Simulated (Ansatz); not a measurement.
HfS2 (1T monolayer start, 48-atom cell) (held in this type by symmetry, stable or not), space group P-3m1.

```
HfS2
1.0
   14.60989     0.00000     0.00000
   -7.30494    12.65253     0.00000
    0.00000     0.00000    20.00000
Hf S
16 32
Direct
  0.00000   0.00000   0.50000
  0.00000   0.25000   0.50000
  0.00000   0.50000   0.50000
  0.00000   0.75000   0.50000
  0.25000   0.00000   0.50000
  0.25000   0.25000   0.50000
  0.25000   0.50000   0.50000
  0.25000   0.75000   0.50000
  0.50000   0.00000   0.50000
  0.50000   0.25000   0.50000
  0.50000   0.50000   0.50000
  0.50000   0.75000   0.50000
  0.75000   0.00000   0.50000
  0.75000   0.25000   0.50000
  0.75000   0.50000   0.50000
  0.75000   0.75000   0.50000
  0.08333   0.16667   0.57229
  0.08333   0.41667   0.57229
  0.08333   0.66667   0.57229
  0.08333   0.91667   0.57229
  0.33333   0.16667   0.57229
  0.33333   0.41667   0.57229
  0.33333   0.66667   0.57229
  0.33333   0.91667   0.57229
  0.58333   0.16667   0.57229
  0.58333   0.41667   0.57229
  0.58333   0.66667   0.57229
  0.58333   0.91667   0.57229
  0.83333   0.16667   0.57229
  0.83333   0.41667   0.57229
  0.83333   0.66667   0.57229
  0.83333   0.91667   0.57229
  0.16667   0.08333   0.42771
  0.16667   0.33333   0.42771
  0.16667   0.58333   0.42771
  0.16667   0.83333   0.42771
  0.41667   0.08333   0.42771
  0.41667   0.33333   0.42771
  0.41667   0.58333   0.42771
  0.41667   0.83333   0.42771
  0.66667   0.08333   0.42771
  0.66667   0.33333   0.42771
  0.66667   0.58333   0.42771
  0.66667   0.83333   0.42771
  0.91667   0.08333   0.42771
  0.91667   0.33333   0.42771
  0.91667   0.58333   0.42771
  0.91667   0.83333   0.42771
```

Level of theory: PBE (plane waves to 420 eV, PAW; Ansatz, a first-principles code). Spin–orbit coupling is left out; PBE gaps are too small against experiment. Its k-point mesh 2×2×1, Fermi–Dirac width 0.01 eV.

Problem. List the levels next to the gap at Γ of this cell's own (folded) zone, from the top of the valence band (the table ends after a fixed count of bands, which can cut a degenerate set).

Solution. 
```csv
band,E − E_v (eV)
v4,-0.495
v3,-0.495
v2,0.000
v1,0.000
c1,1.309
c2,1.309
c3,1.309
c4,1.699
```
